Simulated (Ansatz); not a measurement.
The parent structure is Ga₂O₃ in the corundum structure (space group R-3c, No. 167; a = 5.058 Å, c = 13.623 Å (hexagonal axes)).

Computed with PBE (Ansatz, an electronic-structure program, PAW, spin-orbit coupling left out).

Strains are applied to the cell and any free atomic positions relax.

One change was made to it. Results:

```tsv
quantity	base	after
band gap	2.40 eV	1.96 eV
electron mass	0.21 mₑ (at Γ)	0.18 mₑ (at Γ)
pressure (mean of the normal stresses, compression positive)	0.01 GPa	-8.07 GPa
```

Task: Name the change that was made.
A) isotropic strain +1.50 %
B) isotropic strain +3.00 %
C) isotropic strain +0.75 %
D) isotropic strain +2.25 %

Result: A, isotropic strain +1.50 %. For comparison, the band gap in the other runs: isotropic strain +0.75 % gives 2.18 eV; isotropic strain +2.25 % gives 1.74 eV; isotropic strain +3.00 % gives 1.53 eV.

Effective masses come from finite differences of ±0.01 Å⁻¹. Gaps are Kohn–Sham eigenvalue differences; semilocal functionals usually give less than the measured gap. Stability against distortions was not tested.
